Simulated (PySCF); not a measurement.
PySCF 2.14.0, TPSSH/def2-svp, df: Cr(S)2(Br)(SH) ([S]=[Cr](=[S])([SH])[Br]), 6 atoms. The geometry is a generated start, not checked to be a minimum at this level.

```
Item                          Result
-------------------  ---------------
task                          energy
method                         tpssh
basis                       def2-svp
two-electron scheme  density fitting
mol.max_memory               3000 MB
mf.max_cycle                     100
mf.init_guess        minao (default)
mf.DIIS              CDIIS (default)
mf.diis_space            8 (default)
mf.conv_tol          1e-09 (default)
mf.grids.level           3 (default)
basis functions                  122
grid points                   107776
```

```xyz
6

Cr     0.4161    -0.1013    -0.2450
S      1.3088     1.3825     0.8551
S      1.5378    -1.8221    -0.1736
Br     0.1364     0.5672    -2.3745
S     -1.5074    -0.6079     0.7331
H     -1.8917     0.5816     1.2048
```

Charge 0 and multiplicity 1 are set for this test and not shown to be the ground state.

One run each on 2 threads, 1 BLAS thread. Values of level_shift (Hartree) tried: 0 (default), 0.1, 0.3, 1.

Q: How does the count of Fock builds change with level_shift (Hartree), and where is it least?

A: Fewest Fock builds: 0 (default) with 17. The count rises to 43 at 0.1. The run ends without SCF convergence in 100 cycles at 0.3, 1.

```
level_shift (Hartree)  Fock builds             end
---------------------  -----------  --------------
0 (default)                     17   same solution
0.1                             43   same solution
0.3                             32  no convergence
1                              101  no convergence
```
